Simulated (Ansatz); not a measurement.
# ZrO2: pressure series

Start from ZrO2 in the fluorite structure (space group Fm-3m, No. 225).

```yaml
crystal:
  lattice:
    - [0.00000, 2.55794, 2.55794]
    - [2.55794, 0.00000, 2.55794]
    - [2.55794, 2.55794, 0.00000]
  atoms:
    - { symbol: Zr, position: [0.00000, 0.00000, 0.00000] }
    - { symbol: O, position: [0.25000, 0.25000, 0.25000] }
    - { symbol: O, position: [0.75000, 0.75000, 0.75000] }
```

Cell and atoms are relaxed at each pressure.

Levels (all Ansatz, a quantum-chemistry and plane-wave program, PAW, earlier PAW set): PBE (420 eV, spin-orbit coupling left out); r2SCAN (500 eV, spin-orbit coupling left out).

The base cell above is that of PBE; each level relaxes its own structures.

```csv
case,"band gap, PBE","band gap, r2SCAN"
pressure −2 GPa,3.30 eV,3.86 eV
pressure −1 GPa,3.31 eV,3.87 eV
pressure 0.9 GPa,3.33 eV,3.90 eV
pressure 2.1 GPa,3.34 eV,3.91 eV
pressure 4.5 GPa,3.37 eV,3.94 eV
pressure 9 GPa,3.42 eV,3.99 eV
pressure 15 GPa,3.48 eV,4.05 eV
pressure 22.5 GPa,3.54 eV,4.11 eV
pressure 30 GPa,3.60 eV,4.17 eV
```

PBE lies below r2SCAN in every row, by 0.56 eV to 0.58 eV. They put the cases in the same order.

Load acts through the strain it causes; cell and atoms are relaxed under it. No phonon test of stability was made. Competing high-pressure phases were not computed. This is not the structure that ZrO2 has at room temperature and ambient pressure.
